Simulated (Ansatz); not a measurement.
ZnO (P6_3mc), PBE with spin-orbit coupling, rigid bands run with Ansatz (an electronic-structure program): N_v = 7.72e19 cm⁻³ at 300 K and a hole conductivity mass of 1.86 mₑ along x (a = (3.23, 0.00, 0.00) Å; b = (-1.61, 2.80, 0.00) Å; c = (0.00, 0.00, 5.21) Å).

Question: For 1e17 holes per cm³ at 300 K, place the Fermi level, estimate the Seebeck coefficient of a parabolic band with constant τ, and give mobility and conductivity for τ = 20 fs.

Answer: The level lies k_BT ln(N_v/p) = 0.172 eV above the valence-band maximum. S ≈ +(k_B/e)[ln(N_v/p) + 5/2] = 788 μV/K, against 831 μV/K from the full bands (mean over directions). μ = eτ/m = 18.9 cm²/(V·s) and σ = peμ = 0.303 S/cm. τ is assumed, not computed.

Band transport and this doping are assumed; polarons and phonon drag are left out. Geometry: cell and atoms relaxed with PBEsol.
